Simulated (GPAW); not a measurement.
A self-consistent single point of Ti₂Zn (I4/mmm, 3 atoms in the cell) with GPAW.

Method of the run: PBEsol, GPAW PAW datasets PBEsol (made by gpaw-setup) (plane waves; GPAW).

The change in words: lattice scaled by 0.98. Reference geometry:
```
Ti2Zn
1.0
   -1.51052     1.51052     5.29217
    1.51052    -1.51052     5.29217
    1.51052     1.51052    -5.29217
Ti Zn
2 1
Direct
  0.66374   0.66374   0.00000
  0.33626   0.33626   0.00000
  0.00000   0.00000   0.00000
```

Reference input (self-consistent single point, DFT PBEsol, plane waves, GPAW PAW datasets PBEsol (made by gpaw-setup)): mode = pw; ecut = 800 eV; xc = PBEsol; kpts = 10 10 10; mesh shift (steps) = 0 0 0; occupations.name = methfessel-paxton; occupations.width = 0.05 eV; occupations.order = 0; nbands = -9; symmetry.symmorphic = false; symmetry.tolerance = 0.0005; maxiter = 100. This run's input differs from it in these lines:

```diff
@@ -5,5 +5,5 @@
 atoms = Atoms(['Ti', 'Ti', 'Zn'],
-              cell=[[-1.510515, 1.510515, 5.292170],
-                    [1.510515, -1.510515, 5.292170],
-                    [1.510515, 1.510515, -5.292170]],
+              cell=[[-1.480305, 1.480305, 5.186327],
+                    [1.480305, -1.480305, 5.186327],
+                    [1.480305, 1.480305, -5.186327]],
               scaled_positions=[[0.663740, 0.663740, 0.000000],
```

Output, abridged:

```
     iter     time        total  log10-change:
                         energy   eigst   dens
iter:   1 --:--:--   -17.767395
iter:   2 --:--:--   -17.471975   -0.95  -1.38
iter:   3 --:--:--   -16.662404   -0.60  -1.39
iter:   4 --:--:--   -16.633669   -1.55  -1.64
iter:   5 --:--:--   -16.800515   -0.89  -1.76
iter:   6 --:--:--   -16.706810   -2.04  -1.83
iter:   7 --:--:--   -16.553181   -1.58  -1.89
iter:   8 --:--:--   -16.569128   -2.02  -2.53
iter:   9 --:--:--   -16.557343c  -2.33  -2.65
iter:  10 --:--:--   -16.556273c  -3.03  -2.69
iter:  11 --:--:--   -16.554821c  -3.24  -3.17
iter:  12 --:--:--   -16.554417c  -3.74  -3.18
   [... lines left out ...]
iter:  16 --:--:--   -16.553301c  -5.04  -3.81
iter:  17 --:--:--   -16.553224c  -4.55  -3.69
iter:  18 --:--:--   -16.553234c  -5.49  -4.08c
iter:  19 --:--:--   -16.553234c  -5.79  -3.97
iter:  20 --:--:--   -16.553221c  -5.66  -4.10c
iter:  21 --:--:--   -16.553255c  -5.37  -4.03c
iter:  22 --:--:--   -16.553248c  -6.71  -4.03c
iter:  23 --:--:--   -16.553254c  -6.63  -4.04c
iter:  24 --:--:--   -16.553213c  -4.95  -4.15c
iter:  25 --:--:--   -16.553212c  -6.47  -4.62c
iter:  26 --:--:--   -16.553212c  -6.89  -4.67c
iter:  27 --:--:--   -16.553213c  -7.08  -4.72c
iter:  28 --:--:--   -16.553214c  -8.04c -4.72c
Converged after 28 iterations.

Dipole moment: (-0.000000, 0.000000, 0.000000) |e|*Ang

Energy contributions relative to reference atoms: (reference = -95218.240905)

Kinetic:        +11.718136
Potential:       -9.092019
External:        +0.000000
XC:             -19.192512
Entropy (-ST):   -0.003697
Local:           +0.015030
SIC:             +0.000000
--------------------------
Free energy:    -16.555062
Extrapolated:   -16.553214

Showing only first 2 kpts
 Kpt  Band  Eigenvalues  Occupancy
  0    16      7.08139    2.00000
  0    17      9.05078    0.00000
  0    18      9.87018    0.00000
  0    19      9.87019    0.00000

  1    16      7.25792    2.00000
  1    17      8.96001    0.00000
  1    18      9.58077    0.00000
  1    19      9.75618    0.00000

Fermi level: 8.65623

No gap
No difference between direct/indirect transitions
Energy (eV): -16.553214

Forces in eV/Ang:
  0 Ti    0.00000    0.00000   -0.06609
  1 Ti    0.00000    0.00000    0.06609
  2 Zn   -0.00000   -0.00000    0.00000

Stress tensor:
    -0.028410     0.000000     0.000000
     0.000000    -0.028410     0.000000
     0.000000     0.000000    -0.033259
Stress (GPa, Voigt): [-4.5518 -4.5518 -5.3286  0.      0.      0.    ]
```

The run converged in 28 iterations. GPAW prints stress with tension positive. Against the reference run the free energy goes up by 6.0 meV/atom, the pressure goes from -2.95 to 4.81 GPa and the largest force goes from 0.023 to 0.066 eV/Å.

The starting cell comes from a database of computed structures (which also holds hypothetical and non-ambient phases and stackings), without a prior relaxation at this level. For this run, on top of that: lattice scaled by 0.98. Spin polarisation is off. With a pressure of about 5 GPa the cell is away from its equilibrium volume at this level.

Cost on one core of a shared machine: roughly 9 min.
